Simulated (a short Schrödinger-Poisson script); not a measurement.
**Gated Al0.4Ga0.6N/GaN polarisation-induced gas**

System: gated Al0.4Ga0.6N/GaN polarisation-induced gas, at 20 K.

```csv
layer,material,thickness (nm),Na (cm⁻³)
1,Al0.4Ga0.6N,30,-
2,GaN,6000,9e14
```

The device is made up for the run: typed textbook-type constants, with dimensions and the other settings drawn at random. Al0.4Ga0.6N: permittivity 9.26, conduction-band edge (eV) 0.58, gap (eV) 4.258, electron mass (mₑ) 0.248, Nv at 300 K (cm⁻³) 4.6e19. GaN: permittivity 9.5, conduction-band edge (eV) 0, gap (eV) 3.43, Nv at 300 K (cm⁻³) 4.6e19.

Channel valleys (confinement mass, in-plane density-of-states mass, number): Γ 0.2, 0.2, 1. At the gate the conduction-band edge of layer 1 lies 1.36 eV − eVg above the Fermi level of the channel; the field vanishes at the back. Sheet of polarisation charge: +2e13 e/cm² at 30 nm from the gate. The barrier under the gate holds no holes. Gaps are held at their typed values at every temperature. Mesh 0.08 nm at interfaces.

From a short Schrödinger-Poisson script (our own, NumPy): 1D Poisson equation in equilibrium, electrons quantum, Hartree (BenDaniel-Duke, 40 states a valley, the channel's in-plane mass for all, wave functions free to enter the barrier), parabolic valleys, classical holes, full ionisation, no traps, pinning or gate leakage.

| Vg (V) | electrons (cm⁻²) | in the channel layer | C (μF/cm²) | Γ E0 (meV) | Γ E1 (meV) |
|---|---|---|---|---|---|
| 0.5 | 1.84e13 | 1.67e13 | 0.267 | -193.0 | -27.7 |
| -0.2 | 1.73e13 | 1.58e13 | 0.266 | -182.1 | -24.6 |
| -0.9 | 1.61e13 | 1.49e13 | 0.266 | -171.1 | -21.8 |
| -1.6 | 1.50e13 | 1.39e13 | 0.265 | -159.9 | -19.0 |
| -2.3 | 1.38e13 | 1.29e13 | 0.265 | -148.7 | -16.4 |
| -3 | 1.26e13 | 1.19e13 | 0.264 | -137.3 | -14.0 |
| -3.7 | 1.15e13 | 1.09e13 | 0.264 | -125.8 | -11.6 |
| -4.4 | 1.03e13 | 9.89e12 | 0.263 | -114.3 | -9.4 |
| -5.1 | 9.18e12 | 8.84e12 | 0.263 | -102.6 | -7.3 |
| -5.8 | 8.04e12 | 7.77e12 | 0.262 | -90.8 | -5.3 |
| -6.5 | 6.89e12 | 6.70e12 | 0.261 | -79.0 | -3.3 |
| -7.2 | 5.75e12 | 5.62e12 | 0.260 | -66.9 | -1.3 |
| -7.9 | 4.62e12 | 4.53e12 | 0.259 | -54.6 | 1.4 |
| -8.6 | 3.49e12 | 3.44e12 | 0.258 | -41.7 | 6.5 |
| -9.3 | 2.36e12 | 2.34e12 | 0.256 | -28.3 | 13.7 |
| -10 | 1.25e12 | 1.25e12 | 0.253 | -15.0 | 19.8 |
| -10.7 | 1.67e11 | 1.67e11 | 0.241 | -1.3 | 23.7 |

Gate voltages with under 1e6 electrons/cm² are left out.

Subbands count from the Fermi level.
